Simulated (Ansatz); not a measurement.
# BP (model structure, started from the CdTe type, P6₄22, No. 181, 6 atoms in the cell): cohesive energy by level of theory

No measured value is used here.

| level (code) | value (eV/atom) | cell (Å³/atom) |
|---|---|---|
| LDA (Ansatz) | ___ | 10.46 |
| PBE (Ansatz) | 4.80 | 10.85 |
| PBEsol (Ansatz) | 5.28 | 10.64 |
| PBE-D3(BJ) (Ansatz) | ___ | 10.54 |
| r²SCAN (Ansatz) | 4.72 | 10.85 |
| r²SCAN+rVV10 (Ansatz) | 4.88 | 10.82 |

Q: Some entries are withheld; supply them.

A: 
- LDA (Ansatz, a program for electronic structure), value (eV/atom): 5.77
- PBE-D3(BJ) (Ansatz), value (eV/atom): 5.15

Each level is taken at its own relaxed cell. Cutoffs differ between the levels. Ansatz's density-functional and Hartree–Fock values are scalar-relativistic unless marked +SOC, with PAW data made under PBE.

A model structure was made by putting elements into a prototype or built by hand; it is no filed structure, need not be a known phase, and can be a saddle point held by its symmetry.
